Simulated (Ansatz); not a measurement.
RuN₂ (Pnnm, No. 58, 6 atoms in the cell; start mp-607371)

Method: PBEsol (plane waves, PAW; Ansatz, a quantum-chemistry and plane-wave program).

Settings: plane-wave cutoff 520 eV, 14×12×20 k mesh (along the axes of the cell as run), Fermi–Dirac smearing 0.05 eV, no spin polarisation, scalar-relativistic PAW data made under PBE.

Cell (relaxed at this level):

RuN₂ is taken in the orthorhombic space group Pnnm (No. 58), Pearson symbol oP6. Lattice parameters: a = 4.0622 Å, b = 4.8582 Å, c = 2.6725 Å, α = 90.00°, β = 90.00°, γ = 90.00°. Ru on 2a is surrounded by 6 N at 2.042–2.083 Å (octahedral). N on 4g has 1 N at 1.342 Å and 3 Ru at 2.042–2.083 Å. (Neighbours: up to the widest gap in distance over summed covalent radii, below 1.35, at either atom; cation-cation and far metal-metal contacts left out.)

| Item | Value |
|---|---|
| bulk modulus | 325 GPa |

Note: the run has no spin polarisation, so it can have missed a magnetic state; the bulk modulus is −V dP/dV from two relaxed cells at ±2 % in volume; the relaxation could not lower the start's symmetry, so the cell can be a saddle point above a distorted one.

Static lattice: no zero-point or thermal effects.

The result took around 7 core-minutes (rough).

A start named mp-… is a Materials Project structure, which need not be a measured phase.
